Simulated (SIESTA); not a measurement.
Band structure of FeSb (P6_3/mmc, 4 atoms in the cell).

```yaml
crystal:
  lattice:
    - [4.01481, 0.00000, 0.00000]
    - [-2.00740, 3.47693, 0.00000]
    - [0.00000, 0.00000, 5.01976]
  atoms:
    - { symbol: Fe, position: [0.00000, 0.00000, 0.00000], spin: 4.0 }
    - { symbol: Fe, position: [0.00000, 0.00000, 0.50000], spin: 4.0 }
    - { symbol: Sb, position: [0.66667, 0.33333, 0.25000] }
    - { symbol: Sb, position: [0.33333, 0.66667, 0.75000] }
```
(The spins are starting values, not results.)

Method: SIESTA 5.4.2 with LDA PW92, numerical atomic orbitals DZP, PseudoDojo LDA standard norm-conserving potentials (rewritten from UPF to PSML).

Settings: XC.functional = LDA; XC.authors = PW92; potentials = PseudoDojo LDA standard; PAO.BasisSize = DZP; PAO.EnergyShift = 0.005 Ry; MeshCutoff = 350 Ry; kgrid.MonkhorstPack = 6 6 4; OccupationFunction = MP; OccupationMPOrder = 0; ElectronicTemperature = 1578.21 K; Spin = polarized; DM.InitSpin = [1 +4.00, 2 +4.00, 3 +0.00, 4 +0.00]; MaxSCFIterations = 150; SCF.Mixer.Method = Pulay.

The starting cell comes from a database of computed structures (which also holds hypothetical and non-ambient phases and stackings), without a prior relaxation at this level. Spin-orbit coupling is off. The magnetic order is the one reached from the typed start; others were not searched systematically. Values carry the incompleteness of an atom-centred basis.

Levels in eV from the Fermi level, bands 30 to 35 of the first spin channel:
```
point     30     31     32     33     34    35
-----  -----  -----  -----  -----  -----  ----
Γ      -0.88   0.63   0.63   0.90   2.95  2.95
M      -1.34  -1.06  -0.91  -0.86   0.03  2.05
K      -1.11  -0.90  -0.90  -0.03  -0.03  1.11
A      -1.85   0.53   0.53   2.48   2.48  2.48
L      -1.45  -1.44  -1.44   0.60   0.60  2.14
H      -1.67  -0.97  -0.97  -0.81  -0.81  4.80
```

Bands cross the Fermi level along this path, so the cell is metallic at this level.

Higher empty bands are left out: an atom-centred basis made for the valence describes them poorly.

The net moment of the cell came out as 2.93 μB.
